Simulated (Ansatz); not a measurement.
Ag: x(Rh) = 0.667, 3 atoms, I4/mmm

The reference is Ag in the fcc (Cu type) structure (space group Fm-3m, No. 225; a = 4.149 Å).

The other end (x = 1) is Rh in the fcc (Cu type) structure (space group Fm-3m, No. 225): 14.05 Å³/atom, gap zero.

Perturbation: Rh replaces 66.7 % of the Ag, ordered in a cell of 3 atoms (starting symmetry I4/mmm) and fully relaxed.

Method: Ansatz (a quantum-chemistry and plane-wave program) PBE, no spin-orbit coupling. Settings: 24×24×24 k-points, 0.05 eV Fermi–Dirac smearing, for the changed cell.

| quantity | base | changed | shift |
|---|---|---|---|
| volume per atom | 17.85 Å³ | 15.35 Å³ | -2.50 Å³ |
| density | 10.03 g/cm³ | 11.31 g/cm³ | +1.273 g/cm³ |
| shortest interatomic distance | 2.933 Å | 2.623 Å | -0.3106 Å |
| band gap | zero | zero | – |
| mixing energy (to 0.01 eV only: unlike meshes or grids) | – | +0.18 eV/atom | – |
| deviation of the volume from the linear (Vegard-type) interpolation | – | +0.3 % | – |

Final structure:

```yaml
crystal:
  lattice:
    - [-1.37665, 1.37665, 6.07643]
    - [1.37665, -1.37665, 6.07643]
    - [1.37665, 1.37665, -6.07643]
  atoms:
    - { symbol: Rh, position: [0.67769, 0.67769, 0.00000] }
    - { symbol: Ag, position: [0.00000, 0.00000, 0.00000] }
    - { symbol: Rh, position: [0.32231, 0.32231, 0.00000] }
```

Each cell is one ordered arrangement of few atoms, which overstates ordering effects compared with a random alloy. Stability against distortions was not tested. The final runs are not spin-polarised. An odd electron count without spin: AgRh2. AgRh2 has a high density of states at the Fermi level and may be magnetic at this level.
